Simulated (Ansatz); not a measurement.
The parent structure is MgAu in the CsCl type structure (space group Pm-3m, No. 221; a = 3.258 Å).

Levels (all Ansatz, a first-principles code, PAW): PBEsol (420 eV, no SOC); PBEsol+SOC (420 eV, spin-orbit coupling included).

The geometry is relaxed with PBEsol.

* **PBEsol pressure**: 0.0 GPa

With PBEsol+SOC at the same geometry, the pressure goes from zero to -0.7 GPa.

Single points use the geometry relaxed with PBEsol. The spin-orbit shifts are approximate. Stability against distortions was not tested.
